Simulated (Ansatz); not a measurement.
The starting structures come from a database of crystals and need not be the phases stable at ambient conditions.

 Where the default PAW files enter, the runs use the earlier of Ansatz's two default sets.

Inside the gap of an insulator the Bloch states are evanescent, with a wavenumber k + iκ along the transport direction.

Consider the following.

```xyz
7
Lattice="4.0642 0.0000 0.0000 0.0000 4.0642 0.0000 2.0321 -2.0321 6.3185" Properties=species:S:1:pos:R:3 pbc="T T T"
Sr     2.0321     2.0321     1.8473
Sr     4.0642     0.0000     4.4712
Sn     0.0000     0.0000     0.0000
O      2.0321     2.0321     4.2541
O      4.0642     0.0000     2.0644
O      2.0321     0.0000     0.0000
O      0.0000     2.0321     0.0000
```

Space group of this cell: I4/mmm. The cell is taken as given; by PBEsol its mean pressure is -1.4 GPa.

Transport runs along the normal of the first two printed cell vectors, the (001) plane of the conventional cell.

The gap is the functional's own. No spin-orbit coupling. Mid-gap values are interpolated on the energy grid.

### Question
Estimate the band gap and the smallest decay constant κ at mid-gap that Ansatz (a program for electronic structure) with PBEsol returns for this system.

### Answer
Gap 2.78 eV on a 8×8×8 mesh; κ = 0.273 1/Å, at the zone centre.
